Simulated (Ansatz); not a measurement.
**Zn on the Ge site (Zn_Ge) in germanium**

Computed with PBE, PAW (plane waves to 420 eV; Ansatz, a program for electronic structure). Cell and caveats: 64-site cell; 2×2×2 shifted k-points; start: the Ge site; the functional closes the host's gap; not converged in cell size.

Neighbours after relaxation, in Å: of the Zn atom: Ge 2.40, Ge 2.43, Ge 2.44, Ge 2.48.

Formation energies E_f are those of the neutral cell. Chemical conditions: host crystal and elements as references (Δμ(Ge) = 0.00 eV, Δμ(Zn) = 0.00 eV; Zn taken from its element, since no compound that bounds it was computed at this level; only phases computed here count, gases as isolated molecules at 0 K). Reference phases: Ge: germanium, Zn: hcp Zn.

```
charge         moment (μB)  point group  largest move off a lattice site (Å)  E_f, host crystal and elements as references (eV)
------  ------------------  -----------  -----------------------------------  -------------------------------------------------
0       not spin-polarised           Cs                                 0.08                                               0.83
```

Point groups are those of the whole cell at tolerances of 0.03 and 0.1 Å ("near" where only the looser one holds); none is given for unsettled states.

All states together cost roughly 40 core-minutes.
